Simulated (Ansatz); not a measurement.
The starting structures come from a database of crystals and need not be the phases stable at ambient conditions.

Here is the system:

```yaml
crystal:
  lattice:
    - [5.84060, 0.00000, 0.00000]
    - [0.00000, 9.10647, 0.00000]
    - [2.92030, 0.00000, 2.92030]
  atoms:
    - { symbol: Ba, position: [0.00000, 0.81990, 0.50000] }
    - { symbol: Ba, position: [0.50000, 0.18010, 0.50000] }
    - { symbol: Cu, position: [0.50000, 0.50000, 0.00000] }
    - { symbol: Cu, position: [0.00000, 0.50000, 0.00000] }
    - { symbol: S, position: [0.00000, 0.35651, 0.50000] }
    - { symbol: S, position: [0.50000, 0.64349, 0.50000] }
    - { symbol: F, position: [0.50000, 0.00000, 0.00000] }
    - { symbol: F, position: [0.00000, 0.00000, 0.00000] }
```

Space group of this cell: P4/nmm. The cell is taken as given; by r2SCAN its mean pressure is -1.6 GPa.

Transport runs along the normal of the first two printed cell vectors, the (110) plane of the conventional cell.

The gap is the functional's own, uncorrected, and κ follows it; spin-orbit coupling is left out. Mid-gap values are interpolated between the computed energies.

**Question.** State the band gap and the smallest decay constant κ at mid-gap according to r2SCAN in Ansatz (a program for electronic structure).

**Answer.** Gap 1.87 eV on a 10×4×10 mesh; κ = 0.242 1/Å, at the zone centre.
